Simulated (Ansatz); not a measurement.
A calculation on CaZrN2 (R-3m, No. 166, 4 atoms in the cell; start mp-1029267) returned lattice constant a 3.286 Å, lattice parameter c 16.668 Å, band gap 0.37 eV.

Question: Which level of theory produced these numbers?
A) r²SCAN+rVV10 (Ansatz (a first-principles code))
B) PBEsol (Ansatz)
C) r²SCAN (Ansatz)
D) LDA (Ansatz)

Answer: B, PBEsol (Ansatz)

The others give: r²SCAN 3.310 Å, 16.790 Å, 0.83 eV; r²SCAN+rVV10 3.303 Å, 16.746 Å, 0.80 eV; LDA 3.261 Å, 16.515 Å, 0.30 eV.

Unless a cell is named, each level is at its own relaxed cell (LDA 12.67, PBEsol 12.99, r²SCAN 13.27, r²SCAN+rVV10 13.18 Å³/atom).

Spin–orbit coupling is included only where a level's name says +SOC; with heavier elements it mostly lowers gaps and can invert bands. Density-functional gaps are differences of (generalised) Kohn–Sham levels.

Ansatz's density-functional and Hartree–Fock values are scalar-relativistic unless marked +SOC, with PAW data made under PBE.

A start named mp-… is a Materials Project structure, which need not be a measured phase.
